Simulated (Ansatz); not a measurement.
InSb (model structure, started from the NiAs type, P6₃/mmc, No. 194, 4 atoms in the cell): properties by level of theory

```json
[
 {"level (code)": "PBE (Ansatz)", "equilibrium lattice constant a (Å)": "4.257", "lattice parameter c (Å)": "?"},
 {"level (code)": "PBEsol (Ansatz)", "equilibrium lattice constant a (Å)": "4.161", "lattice parameter c (Å)": "7.395"},
 {"level (code)": "PBE-D3(BJ) (Ansatz)", "equilibrium lattice constant a (Å)": "4.168", "lattice parameter c (Å)": "?"}
]
```

### Question
What belongs in the gaps?

### Answer

- PBE (Ansatz, an electronic-structure program), lattice parameter c (Å): 7.479
- PBE-D3(BJ) (Ansatz), lattice parameter c (Å): 7.436

Ansatz's density-functional and Hartree–Fock values are scalar-relativistic unless marked +SOC, with PAW data made under PBE.

A model structure was made by putting elements into a prototype or built by hand; it is no filed structure, need not be a known phase, and can be a saddle point held by its symmetry.
